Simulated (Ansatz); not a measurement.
The parent structure is ZrO2 (space group P4_2/nmc, No. 137; a = 3.6210 Å, c = 5.2829 Å). Axes: x, y, z lie along a, b, c of the conventional cell.

Calculations: DFT with PBE, PAW potentials and a 420 eV plane-wave cutoff in Ansatz (a first-principles code), scalar-relativistic without spin-orbit coupling.

For the base:

| Item | Result |
|---|---|
| Pressure | 0.00 GPa |
| Band gap | 4.04 eV |
| Gap character | indirect, k = (0.222, 0.222, 0) in the run's primitive reciprocal basis → Γ |

One thing is altered: biaxial strain −1.39 %, plane normal [001], relaxed out of plane (Cartesian); in-plane vectors clamped, the third vector and the atoms free.

Q: What does the calculation give for the pressure after the change?

A: The pressure (mean of the normal stresses, compression positive) goes from zero to 5.07 GPa.

Q: What does the calculation give for the band gap after the change?

A: The band gap rises by 0.128 eV to 4.16 eV.

Q: Predict the new gap character.

A: The gap character becomes indirect, Z → Γ (base: indirect, k = (0.222, 0.222, 0) in the run's primitive reciprocal basis → Γ).

No phonon test of stability was made. This is not the structure that ZrO2 has at room temperature and ambient pressure.
